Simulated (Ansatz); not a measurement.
The starting structures come from a database of crystals and need not be the phases stable at ambient conditions.

Inside the gap of an insulator the Bloch states are evanescent, with a wavenumber k + iκ along the transport direction.

Given:

```
CELL_PARAMETERS angstrom
      6.50459     0.00000     0.00000
      0.00000     9.19888     0.00000
      3.25230     4.59944     3.25230
ATOMIC_POSITIONS crystal
  K  0.00000 0.50000 0.00000
  Rb 0.50000 0.75000 0.00000
  Rb 0.50000 0.25000 0.00000
  Sc 0.00000 0.00000 0.00000
  F  0.00000 0.77859 0.44282
  F  0.00000 0.22141 0.55718
  F  0.55718 0.77859 0.44282
  F  0.44282 0.22141 0.55718
  F  0.00000 0.77859 0.00000
  F  0.00000 0.22141 0.00000
```

Space group of this cell: Fm-3m. The cell is taken as given; by r2SCAN its mean pressure is -2.4 GPa.

Transport runs along the normal of the first two printed cell vectors, the (110) plane of the conventional cell.

The gap is the functional's own, uncorrected, and κ follows it; spin-orbit coupling is left out. Mid-gap values are interpolated between the computed energies.

Predict the band gap and the smallest decay constant κ at mid-gap from r2SCAN (Ansatz, a quantum-chemistry and plane-wave program).

Gap 7.14 eV on a 10×10×10 mesh; κ = 0.550 1/Å, at the zone centre.
